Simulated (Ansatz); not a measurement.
**Several settings converged on Ge (P3m1, 4 atoms in the cell)**

```
CELL_PARAMETERS angstrom
      3.97760     0.00000     0.00000
     -1.98880     3.44470     0.00000
      0.00000     0.00000     6.56638
ATOMIC_POSITIONS crystal
  Ge 0.66667 0.33333 0.07051
  Ge 0.33333 0.66667 0.93710
  Ge 0.33333 0.66667 0.56290
  Ge 0.66667 0.33333 0.43710
```

Base method: LDA (PW92), default PAW files made with PBE (plane waves; Ansatz, a program for electronic structure).

Base settings: basis.ecutwfc = 420 eV; kpoints.mp_grid.grid = 10 10 5; hamiltonian.xc = lda; hamiltonian.pseudopotentials = {kind: paw} (the program's default PAW files); scf.occupations.method = fermi_dirac; scf.occupations.width = 0.1 eV.

**The width of Gaussian smearing**

In this ladder: kpoints.mp_grid.grid = 16 16 8; scf.occupations.method = gaussian.

Narrow widths need finer meshes than wide ones, so the last steps can hold mesh noise.

Only quantities that move along the ladder and can be compared are tabulated; pressure and forces are left out, as mesh noise rules them at narrow widths.

```tsv
scf.occupations.width	free energy less the last step's (meV/atom)	energy extrapolated to zero width less the last step's (meV/atom)
1 eV	-29.95	14.42
0.5 eV	-4.14	1.48
0.3 eV	-1.09	0.24
0.2 eV	-0.41	0.03
0.1 eV	-0.08	-0.01
0.05 eV	0.00	0.00
```

Widest scf.occupations.width that holds the free energy within 2 meV/atom of the last step, with all finer ones: 0.3 eV; the step before is off by 4.1 meV/atom.

Widest scf.occupations.width that holds the energy extrapolated to zero width within 1 meV/atom of the last step, with all finer ones: 0.3 eV; the step before is off by 1.5 meV/atom.

**The width of cold smearing**

In this ladder: kpoints.mp_grid.grid = 16 16 8; scf.occupations.method = cold.

Narrow widths need finer meshes than wide ones, so the last steps can hold mesh noise.

Only quantities that move along the ladder and can be compared are tabulated; pressure and forces are left out, as mesh noise rules them at narrow widths.

| scf.occupations.width | free energy less the last step's (meV/atom) |
|---|---|
| 0.5 eV | 1.46 |
| 0.3 eV | 0.16 |
| 0.2 eV | 0.00 |
| 0.1 eV | -0.02 |
| 0.05 eV | 0.00 |

Widest scf.occupations.width that holds the free energy within 0.5 meV/atom of the last step, with all finer ones: 0.3 eV; the step before is off by 1.5 meV/atom.

On the base run: the starting cell comes from a database of computed structures (which also holds hypothetical and non-ambient phases and stackings), without a prior relaxation at this level. Its lattice was rescaled by up to half a per cent. One atom was moved a little off its site on purpose. Ansatz's pressure includes its estimate of the finite-basis (Pulay) stress.

Left out of this page: 4 runs of the series outside the window shown, repeating another row's setting, or not comparable; 1 run of the series unsound by tests on forces, stress, charge or solver warnings.

Keys are those of Ansatz 0.2.
